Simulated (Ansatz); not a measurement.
## HfS$_{2}$ in the rutile structure (space group P4_2/mnm, No. 136; a hypothetical phase, not in the database extracts checked)

Space group P4₂/mnm (No. 136); a = b = 6.0237 Å, c = 3.6520 Å, α = β = γ = 90.00°

```tsv
atom	site	symmetry	x	y	z
Hf	2a	m.mm	0.0000	0.0000	0.0000
S	4f	m.2m	0.3011	0.3011	0.0000
```

Calculations: Ansatz (a program for electronic structure), PBEsol, PAW, cutoff 420 eV, no spin-orbit coupling. Settings: 6×6×9 k-points, 0.05 eV Fermi–Dirac smearing.

```yaml
volume_per_atom: 22.09 Å³
density: 6.08 g/cm³
band_gap: 0.26 eV, indirect, M–Γ (89 % along) → Γ
electron_mass: 0.21 mₑ along c, 0.23 mₑ across
total_energy: -5790.742 eV/atom (σ→0; compares only within this code and set-up)
```

Spin-orbit coupling, missing from the scalar runs, can matter with Hf. Effective masses come from finite differences of ±0.01 Å⁻¹. No phonon test of stability was made. The zero or small gap of HfS2 can change with the level of theory.
